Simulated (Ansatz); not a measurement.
An Ansatz (a quantum-chemistry and plane-wave program) run: SnSe2 with a change (uniaxial strain ε_zz = +3.00 %); PBE-D3(BJ)/PAW in Ansatz, spin-orbit coupling left out.

Input:

Ansatz 0.2 input:
```yaml
crystal:
  lattice:
    - [3.8401771751, 0, 0]
    - [-1.9200885875, 3.3256909886, 0]
    - [0, 0, 6.186751933]
  atoms:
    - { symbol: Sn, position: [0, 0, 0] }
    - { symbol: Se, position: [0.3333333333, 0.6666666667, 0.2652983617] }
    - { symbol: Se, position: [0.6666666667, 0.3333333333, 0.7347016383] }
basis: { ecutwfc: 420, ecutrho_ratio: 4, xc_grid: 2, fft_grid_basis: typed }
kpoints: { mp_grid: { grid: [10, 10, 6] } }
hamiltonian:
  xc: pbe
  dispersion: d3bj
  pseudopotentials: { kind: paw }
scf: { occupations: { method: fermi_dirac, width: 0.05 }, convergence: { dr2_threshold: 0.0000000003 } }
relax: { f_tol: 0.005, max_steps: 50 }
output: { forces: true, stress: true }
checkpoint: { write: state.ck, write_every: 1000 }
```

Output (explanatory and most iteration lines left out):

```
Relaxation: its limit of steps is 50 (relax.max_steps)
Pseudopotential: Sn, paw, valence charge 14
Pseudopotential: Se, paw, valence charge 16
Crystal: 3 atoms, lattice volume = 79.013 Å³
Basis set: ecut = 420 eV, 1545 PW (Γ), exchange–correlation on 54×54×90 points (8 copies of the dense FFT grid, shifted against one another)
Bands: 28, of which v1, the nominal top of the filled ones, is band 23 counted from 1 (22 counted from 0)
Symmetry: 12 space group operations
Space group: P-3m1 (ITA 164), of the structure as read, at distance tolerance 4.3e-5 Å
k-points: 72 of 600
Functional: x = pbe(κ = 0.804, μ = 0.2195149727645171), c = pbe(β = 0.06672455060314922)
SCF iter   1: F=—  HF=-16964.400627 eV  |F-HF|=—  |Δ(HF+E_count)|=         —  Δρ=1.64e-3  dr2=2.93e-3  ethr=1.77e-3  ⟨swp⟩=6.5  Hψ=8899  notcnv=0
SCF iter   2: F=—  HF=-16964.399561 eV  |F-HF|=—  |Δ(HF+E_count)|=   1.07e-3  Δρ=7.06e-4  dr2=3.02e-4  ethr=6.37e-6  ⟨swp⟩=2.3  Hψ=4114  notcnv=0  defer=5
SCF 1 converged in 8 iterations: F = -16964.399694 eV  dr2 = 2.65e-10
relax step   1: F+E_penalty+E_count = -16964.39969382 eV  Δ(F+E_penalty+E_count) = +0.000e0 eV  max|allowed force component| = 3.885e-1 eV/Å  Δτ_max = 0.0000 Å  (8 SCF iters, accepted)
Crystal: 3 atoms, lattice volume = 79.013 Å³
SCF iter   1: F=—  HF=-16964.366523 eV  |F-HF|=—  |Δ(HF+E_count)|=         —  Δρ=7.47e-3  dr2=4.56e-2  ethr=1.21e-4  ⟨swp⟩=1.0  Hψ=7728  notcnv=0  defer=26
SCF iter   2: F=—  HF=-16964.354211 eV  |F-HF|=—  |Δ(HF+E_count)|=   1.23e-2  Δρ=3.47e-3  dr2=8.39e-3  ethr=9.92e-5  ⟨swp⟩=2.0  Hψ=2621  notcnv=0  defer=26
SCF 2 converged in 9 iterations: F = -16964.352380 eV  dr2 = 1.36e-10
relax step   2: F+E_penalty+E_count = -16964.35237951 eV  Δ(F+E_penalty+E_count) = +4.731e-2 eV  max|allowed force component| = 8.100e-1 eV/Å  Δτ_max = 0.1241 Å  (9 SCF iters, rejected (line search))
Crystal: 3 atoms, lattice volume = 79.013 Å³
SCF iter   1: F=—  HF=-16964.423997 eV  |F-HF|=—  |Δ(HF+E_count)|=         —  Δρ=5.33e-3  dr2=2.21e-2  ethr=4.71e-4  ⟨swp⟩=4.2  Hψ=5188  notcnv=0  defer=36
SCF iter   2: F=—  HF=-16964.417396 eV  |F-HF|=—  |Δ(HF+E_count)|=   6.60e-3  Δρ=2.42e-3  dr2=4.24e-3  ethr=4.81e-5  ⟨swp⟩=2.1  Hψ=3149  notcnv=0  defer=29
SCF 3 converged in 10 iterations: F = -16964.416520 eV  dr2 = 2.61e-11
relax step   3: F+E_penalty+E_count = -16964.41651989 eV  Δ(F+E_penalty+E_count) = -1.683e-2 eV  max|allowed force component| = 4.312e-2 eV/Å  Δτ_max = 0.0385 Å  (10 SCF iters, accepted)
Crystal: 3 atoms, lattice volume = 79.013 Å³
SCF iter   1: F=—  HF=-16964.416743 eV  |F-HF|=—  |Δ(HF+E_count)|=         —  Δρ=3.00e-4  dr2=7.62e-5  ethr=1.57e-6  ⟨swp⟩=2.2  Hψ=4085  notcnv=0  defer=29
SCF iter   2: F=—  HF=-16964.416721 eV  |F-HF|=—  |Δ(HF+E_count)|=   2.22e-5  Δρ=1.36e-4  dr2=1.27e-5  ethr=1.66e-7  ⟨swp⟩=2.0  Hψ=2748  notcnv=0  defer=29
SCF 4 converged in 7 iterations: F = -16964.416718 eV  dr2 = 6.80e-11
relax step   4: F+E_penalty+E_count = -16964.41671800 eV  Δ(F+E_penalty+E_count) = -1.981e-4 eV  max|allowed force component| = 2.603e-3 eV/Å  Δτ_max = 0.0049 Å  (7 SCF iters, accepted)
SCF converged after 7 iterations
Free energy (F): -16964.416718 eV
Internal energy: -16964.416595 eV  (E = F + TS)
E sigma→0 (E₀):  -16964.416657 eV
Entropy (-TS):   -0.000123 eV (-0.041 meV/atom)
Fermi energy:    8.123755 eV
  E_disp       = -1.058337  (pairwise vdW)
--- Forces (eV/Å), atoms counted from 1 ---
  atom   1  Sn    -0.00000000     0.00000000     0.00000000
  atom   2  Se    -0.00000000     0.00000000     0.00260323
  atom   3  Se    -0.00000000    -0.00000000    -0.00260323
--- Stress (GPa, compression-positive) ---
       -0.420424      -0.000000      -0.000000
       -0.000000      -0.420424      -0.000000
       -0.000000      -0.000000      -0.739624
  P = ⅓ Tr σ = -0.5268 GPa (-5.268 kbar)
--- Relaxed structure (4 steps of the walk, 3 accepted, 0 SCFs on fresh bases) ---
  atoms:
    - { symbol: Sn, position: [-9.651778387026816e-36, -1.9303556774304968e-35, 0.0] }
    - { symbol: Se, position: [0.3333333333333333, 0.6666666666666666, 0.25827875497529795] }
    - { symbol: Se, position: [0.6666666666666665, 0.3333333333333333, 0.741721245024702] }
```

No phonon test of stability was made. The cell was made from SnSe$_{2}$ in the CdI2 type structure (space group P-3m1, No. 164; layered, stacked along the Cartesian z axis) by this change: uniaxial strain ε_zz = +3.00 %.
